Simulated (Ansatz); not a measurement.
Level of theory: PBE (plane waves to 420 eV, PAW; Ansatz, a program for electronic structure).

Plane-averaged electrostatic potential energy along the normal, in eV from the Fermi level, for a constructed model of the (100) surface of rock-salt TaC, a layer of Ta, one atom over each C (bottom of the slab: a bare face, its two planes held):

```json
[
 {"z (Å)": "3.61", "V (eV)": "3.35"},
 {"z (Å)": "3.89", "V (eV)": "3.35"},
 {"z (Å)": "4.17", "V (eV)": "3.35"},
 {"z (Å)": "4.44", "V (eV)": "3.34"},
 {"z (Å)": "4.72", "V (eV)": "3.33"},
 {"z (Å)": "5.00", "V (eV)": "3.32"},
 {"z (Å)": "5.28", "V (eV)": "3.28"},
 {"z (Å)": "5.56", "V (eV)": "3.22"},
 {"z (Å)": "5.83", "V (eV)": "3.09"},
 {"z (Å)": "6.11", "V (eV)": "2.85"},
 {"z (Å)": "6.39", "V (eV)": "2.38"},
 {"z (Å)": "6.67", "V (eV)": "1.46"},
 {"z (Å)": "6.94", "V (eV)": "-0.41"},
 {"z (Å)": "7.22", "V (eV)": "-4.32"},
 {"z (Å)": "7.50", "V (eV)": "-10.95"},
 {"z (Å)": "7.78", "V (eV)": "-19.45"},
 {"z (Å)": "8.06", "V (eV)": "-23.46"},
 {"z (Å)": "8.33", "V (eV)": "-19.18"},
 {"z (Å)": "8.61", "V (eV)": "-10.87"},
 {"z (Å)": "8.89", "V (eV)": "-4.96"},
 {"z (Å)": "9.17", "V (eV)": "-2.81"},
 {"z (Å)": "9.44", "V (eV)": "-5.03"},
 {"z (Å)": "9.72", "V (eV)": "-11.05"},
 {"z (Å)": "10.00", "V (eV)": "-19.53"},
 {"z (Å)": "10.28", "V (eV)": "-23.91"},
 {"z (Å)": "10.56", "V (eV)": "-19.89"},
 {"z (Å)": "10.83", "V (eV)": "-11.51"},
 {"z (Å)": "11.11", "V (eV)": "-5.45"},
 {"z (Å)": "11.39", "V (eV)": "-3.19"},
 {"z (Å)": "11.67", "V (eV)": "-5.30"},
 {"z (Å)": "11.94", "V (eV)": "-11.11"},
 {"z (Å)": "12.22", "V (eV)": "-19.44"},
 {"z (Å)": "12.50", "V (eV)": "-23.85"},
 {"z (Å)": "12.78", "V (eV)": "-19.89"},
 {"z (Å)": "13.06", "V (eV)": "-11.47"},
 {"z (Å)": "13.33", "V (eV)": "-5.29"},
 {"z (Å)": "13.61", "V (eV)": "-2.96"},
 {"z (Å)": "13.89", "V (eV)": "-4.95"},
 {"z (Å)": "14.17", "V (eV)": "-10.75"},
 {"z (Å)": "14.44", "V (eV)": "-19.16"},
 {"z (Å)": "14.72", "V (eV)": "-23.79"},
 {"z (Å)": "15.00", "V (eV)": "-20.08"},
 {"z (Å)": "15.28", "V (eV)": "-11.78"},
 {"z (Å)": "15.56", "V (eV)": "-5.53"},
 {"z (Å)": "15.83", "V (eV)": "-2.91"},
 {"z (Å)": "16.11", "V (eV)": "-4.52"},
 {"z (Å)": "16.39", "V (eV)": "-10.02"},
 {"z (Å)": "16.67", "V (eV)": "-18.51"},
 {"z (Å)": "16.94", "V (eV)": "-23.75"},
 {"z (Å)": "17.22", "V (eV)": "-20.65"},
 {"z (Å)": "17.50", "V (eV)": "-12.44"},
 {"z (Å)": "17.78", "V (eV)": "-6.08"},
 {"z (Å)": "18.06", "V (eV)": "-3.61"},
 {"z (Å)": "18.33", "V (eV)": "-5.65"},
 {"z (Å)": "18.61", "V (eV)": "-11.27"},
 {"z (Å)": "18.89", "V (eV)": "-19.32"},
 {"z (Å)": "19.17", "V (eV)": "-23.62"},
 {"z (Å)": "19.44", "V (eV)": "-19.58"},
 {"z (Å)": "19.72", "V (eV)": "-10.85"},
 {"z (Å)": "20.00", "V (eV)": "-4.46"},
 {"z (Å)": "20.28", "V (eV)": "-2.70"},
 {"z (Å)": "20.56", "V (eV)": "-5.14"},
 {"z (Å)": "20.83", "V (eV)": "-9.68"},
 {"z (Å)": "21.11", "V (eV)": "-13.81"},
 {"z (Å)": "21.39", "V (eV)": "-14.47"},
 {"z (Å)": "21.67", "V (eV)": "-11.04"},
 {"z (Å)": "21.94", "V (eV)": "-6.04"},
 {"z (Å)": "22.22", "V (eV)": "-1.77"},
 {"z (Å)": "22.50", "V (eV)": "0.95"},
 {"z (Å)": "22.78", "V (eV)": "2.40"},
 {"z (Å)": "23.06", "V (eV)": "3.23"},
 {"z (Å)": "23.33", "V (eV)": "3.70"},
 {"z (Å)": "23.61", "V (eV)": "3.96"},
 {"z (Å)": "23.89", "V (eV)": "4.10"},
 {"z (Å)": "24.17", "V (eV)": "4.17"},
 {"z (Å)": "24.44", "V (eV)": "4.22"},
 {"z (Å)": "24.72", "V (eV)": "4.24"},
 {"z (Å)": "25.00", "V (eV)": "4.25"},
 {"z (Å)": "25.28", "V (eV)": "4.26"},
 {"z (Å)": "25.56", "V (eV)": "4.26"}
]
```

Slab: 13 atoms, 13.9 Å thick at the start; k 12x12x1, smearing 0.1 eV, dipole-corrected; 4 atoms held, the rest relaxed; held to the start's symmetry, so lower structures may exist; no spin, no spin-orbit, no U. It is one candidate, not shown to be the stable structure of the face.

The surface cell has an area of 10.02 Å². What dipole along the normal does the step between the two vacuum levels imply?

the top vacuum level lies 0.91 eV above the bottom one; p = −ε₀ A ΔV (ε₀ = 0.005526 e/(V·Å)) gives -0.05 e·Å a cell.
